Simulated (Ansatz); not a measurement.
An Ansatz (a quantum-chemistry and plane-wave program) run: FeS2 with a change (biaxial strain +1.76 %, plane normal [001], relaxed out of plane); plane-wave PAW DFT at the PBEsol level (Ansatz, 420 eV), scalar-relativistic without spin-orbit coupling.

Input:

Ansatz 0.2 input:
```yaml
crystal:
  lattice:
    - [4.4443467548, 0, 0]
    - [0, 5.4270090507, 0]
    - [0, 0, 3.3149801121]
  atoms:
    - { symbol: Fe, position: [0.5, 0.5, 0.5] }
    - { symbol: Fe, position: [0, 0, 0] }
    - { symbol: S, position: [0.7071763171, 0.8744250372, 0.5] }
    - { symbol: S, position: [0.2071763171, 0.6255749628, 0] }
    - { symbol: S, position: [0.7928236829, 0.3744250372, 0] }
    - { symbol: S, position: [0.2928236829, 0.1255749628, 0.5] }
basis: { ecutwfc: 420, ecutrho_ratio: 4, xc_grid: 2, fft_grid_basis: typed }
kpoints: { mp_grid: { grid: [8, 6, 10] } }
hamiltonian:
  xc: pbesol
  dispersion: none
  pseudopotentials: { kind: paw }
scf: { occupations: { method: fermi_dirac, width: 0.05 } }
relax: { f_tol: 0.005, max_steps: 50, cell: { stress_tol: 0.01, fix: [a, b, gamma] } }
output: { forces: true, stress: true }
checkpoint: { write: state.ck, write_every: 1000 }
```

Output (explanatory and most iteration lines left out):

```
Relaxation: its limit of steps is 50 (relax.max_steps)
Pseudopotential: Fe, paw, valence charge 16
Pseudopotential: S, paw, valence charge 6
Crystal: 6 atoms, lattice volume = 79.956 Å³
Basis set: ecut = 420 eV, 1579 PW (Γ), exchange–correlation on 60×80×48 points (8 copies of the dense FFT grid, shifted against one another)
Bands: 34, of which v1, the nominal top of the filled ones, is band 28 counted from 1 (27 counted from 0)
Symmetry: 8 space group operations
Space group: Pnnm (ITA 58), of the structure as read, at distance tolerance 4.3e-5 Å
k-points: 120 of 480
Functional: x = pbesol(κ = 0.804, μ = 0.12345679012345678), c = pbesol(β = 0.046)
SCF iter   1: F=—  HF=-12441.532683 eV  |F-HF|=—  |Δ(HF+E_count)|=         —  Δρ=1.14e-2  dr2=4.97e-2  ethr=1.77e-3  ⟨swp⟩=6.3  Hψ=17019  notcnv=0
SCF iter   2: F=—  HF=-12441.519565 eV  |F-HF|=—  |Δ(HF+E_count)|=   1.31e-2  Δρ=4.70e-3  dr2=1.02e-2  ethr=8.88e-5  ⟨swp⟩=2.7  Hψ=8201  notcnv=0  defer=3
SCF 1 converged in 7 iterations: F = -12441.516772 eV  dr2 = 1.77e-8
relax step   1: F+E_penalty+E_count = -12441.51677162 eV  Δ(F+E_penalty+E_count) = +0.000e0 eV  max|allowed force component| = 5.973e-2 eV/Å  Δτ_max = 0.0000 Å  P = -4.078 GPa  Ω = 79.956 Å³  fix = [a, b, gamma]  reactions: a -4.826, b -7.591 GPa  (7 SCF iters, dr2 threshold 1.00e-7 eV, accepted)
[... steps on the carried basis left out ...]
relax step   4: F+E_penalty+E_count = -12441.51741783 eV  Δ(F+E_penalty+E_count) = -1.216e-5 eV  max|allowed force component| = 1.665e-3 eV/Å  Δτ_max = 0.0002 Å  P = -4.136 GPa  Ω = 79.941 Å³  energy of the carried Pulay correction = +4.415e-6 eV  fix = [a, b, gamma]  reactions: a -4.873, b -7.539 GPa  (6 SCF iters, dr2 threshold 1.32e-8 eV, accepted)
Crystal: 6 atoms, lattice volume = 79.941 Å³
SCF iter   1: F=—  HF=-12441.517286 eV  |F-HF|=—  |Δ(HF+E_count)|=         —  Δρ=1.36e-6  dr2=6.07e-10  ethr=1.82e-7  ⟨swp⟩=3.0  Hψ=27874  notcnv=0
SCF iter   2: F=—  HF=-12441.517415 eV  |F-HF|=—  |Δ(HF+E_count)|=   1.29e-4  Δρ=6.34e-7  dr2=1.57e-10  ethr=1.08e-12  ⟨swp⟩=3.4  Hψ=10809  notcnv=0
SCF 5 converged in 8 iterations: F = -12441.517415 eV  dr2 = 8.48e-16
SCF converged after 8 iterations
Free energy (F): -12441.517415 eV
Internal energy: -12441.517382 eV  (E = F + TS)
E sigma→0 (E₀):  -12441.517399 eV
Entropy (-TS):   -0.000033 eV (-0.005 meV/atom)
Fermi energy:    13.206410 eV
--- Forces (eV/Å), atoms counted from 1 ---
  atom   1  Fe     0.00000000     0.00000000     0.00000000
  atom   2  Fe    -0.00000000     0.00000000     0.00000000
  atom   3  S     -0.00066928     0.00166446     0.00000000
  atom   4  S     -0.00066928    -0.00166446     0.00000000
  atom   5  S      0.00066928     0.00166446    -0.00000000
  atom   6  S      0.00066928    -0.00166446    -0.00000000
--- Stress (GPa, compression-positive) ---
       -4.874980       0.000000      -0.000000
       -0.000000      -7.539717       0.000000
       -0.000000       0.000000       0.005340
  P = ⅓ Tr σ = -4.1365 GPa (-41.365 kbar)
--- Relaxed structure (4 steps of the walk, 4 accepted, 1 SCFs on fresh bases) ---
  cell:  # Å, volume = 79.9408 Å³
    - [4.4443467548, 5.906112425488051e-96, 3.2783040439073915e-33]
    - [7.2119767776800706e-96, 5.4270090507, -5.611777174288634e-20]
    - [2.4452441059493925e-33, -3.427842030944111e-20, 3.31436260697627]
  atoms:
    - { symbol: Fe, position: [0.5, 0.5, 0.49999999999999994] }
    - { symbol: Fe, position: [-8.131695029680423e-21, 8.324122937366764e-22, 9.682963794953117e-36] }
    - { symbol: S, position: [0.7062908889230245, 0.8740118798552919, 0.49999999999999994] }
    - { symbol: S, position: [0.20629088892302444, 0.625988120144708, 3.7547007584611907e-20] }
    - { symbol: S, position: [0.7937091110769755, 0.374011879855292, -3.754700758461189e-20] }
    - { symbol: S, position: [0.2937091110769756, 0.12598812014470798, 0.49999999999999994] }
```

Stability against distortions was not tested. The final runs are not spin-polarised. The cell was made from FeS$_{2}$ (space group Pnnm, No. 58; non-magnetic) by this change: biaxial strain +1.76 %, plane normal [001], relaxed out of plane.
